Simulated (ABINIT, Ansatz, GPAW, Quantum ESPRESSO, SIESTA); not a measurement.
# Code comparison for Li5Mg (C2, 6 atoms in the cell)

Self-consistent single point, at a second geometry (lattice scaled by 0.98). First geometry:

```yaml
crystal:
  lattice:
    - [4.56066, -2.63391, 0.00000]
    - [4.56066, 2.63391, 0.00000]
    - [-3.01374, 0.00000, 4.97391]
  atoms:
    - { symbol: Li, position: [0.00317, 0.99683, 0.00000] }
    - { symbol: Li, position: [0.33010, 0.33314, 0.99974] }
    - { symbol: Li, position: [0.66686, 0.66990, 0.00026] }
    - { symbol: Li, position: [0.50039, 0.16721, 0.50118] }
    - { symbol: Li, position: [0.83279, 0.49961, 0.49882] }
    - { symbol: Mg, position: [0.16669, 0.83331, 0.50000] }
```

Shared settings, as Ansatz (a first-principles code) writes them: kpoints.mp_grid.grid = 6 6 6; scf.occupations.method = fermi_dirac; scf.occupations.width = 0.05 eV. Potentials and cutoffs stand in the table.

| code | model | ΔF from the first geometry (meV/atom) | pressure (GPa) | largest force (eV/Å) | cutoff |
|---|---|---|---|---|---|
| Ansatz | PBEsol, PAW files made with PBE | 5.5 | 1.38 | 0.051 | 420 eV |
| SIESTA | GGA PBEsol, numerical atomic orbitals DZP, PseudoDojo PBEsol standard norm-conserving potentials (rewritten from UPF to PSML) | 11.7 | 2.33 | 0.076 | grid 300 Ry |
| GPAW | PBEsol, GPAW PAW datasets PBEsol (made by gpaw-setup) | 5.9 | 1.44 | 0.051 | 850 eV |
| ABINIT | PBEsol, PAW (JTH v2.0 PBE PAW, files made for PBE) | 5.7 | 0.84 | 0.052 | 40 Ry |
| Quantum ESPRESSO | PBEsol, SSSP 1.1.2 efficiency (PBE) pseudopotentials | 5.8 | 1.42 | 0.052 | 40 Ry |

For ABINIT (by 0.5 GPa) the energy change implies a higher mean pressure, against the two pressures, than for the other programs: a sign of finite-basis (Pulay) stress.

Size of the force on each atom (eV/Å): Sizes of forces hide their directions.

| code | Li1 | Li2 | Li3 | Li4 | Li5 | Mg6 |
|---|---|---|---|---|---|---|
| Ansatz | 0.051 | 0.051 | 0.051 | 0.006 | 0.006 | 0.001 |
| SIESTA | 0.076 | 0.075 | 0.075 | 0.003 | 0.003 | 0.000 |
| GPAW | 0.051 | 0.051 | 0.051 | 0.006 | 0.006 | 0.001 |
| ABINIT | 0.052 | 0.050 | 0.050 | 0.006 | 0.006 | 0.001 |
| Quantum ESPRESSO | 0.052 | 0.051 | 0.051 | 0.006 | 0.006 | 0.001 |

The spread over the programs that give each value: ΔF from the first geometry within 6.2 meV/atom; pressure within 1.49 GPa; largest force within 0.025 eV/Å.

SIESTA uses small atom-centred bases, whose incompleteness enters pressures, forces and empty levels differently from a plane-wave cutoff. Ansatz's pressure is given at a fixed set of plane waves, as the other plane-wave codes print theirs.

The starting cell comes from a database of computed structures (which also holds hypothetical and non-ambient phases and stackings), without a prior relaxation at this level. Its lattice was rescaled by a random factor within 2.5 % of one. For this run, on top of that: lattice scaled by 0.98.

Keys are those of Ansatz 0.2.
